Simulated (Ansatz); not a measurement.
Consider WC (space group P-6m2, No. 187; relaxed with 0.1 eV smearing).

```yaml
crystal:
  lattice:
    - [2.88431, 0.00000, 0.00000]
    - [-1.44215, 2.49788, 0.00000]
    - [0.00000, 0.00000, 2.81153]
  atoms:
    - { symbol: W, position: [0.00000, 0.00000, 0.00000] }
    - { symbol: C, position: [0.33333, 0.66667, 0.50000] }
```

Cartesian axes are those of the cell as printed.

The values are results of LDA/PAW in Ansatz (a first-principles code), no spin-orbit coupling, not measurements.

For the base:

The shortest interatomic distance is 2.179 Å.

Perturbation: uniaxial strain ε_xx = −3.00 %, all other strain components held at zero; the atoms relax in the strained cell.

How does this affect the stress?

The stress (xx, yy, zz, yz, xz, xy; compression positive) amounts to (25.3, 8.1, 6.3, 0.0, 0.0, 0.0) GPa.

What does the calculation give for the energy relative to the base after the change?

The energy grows by 23 meV/atom.

Predict the new shortest interatomic distance.

The shortest interatomic distance decreases by 0.024 Å, from 2.179 Å to 2.155 Å.

Whether these cells are dynamically stable was not tested. The final runs are not spin-polarised.
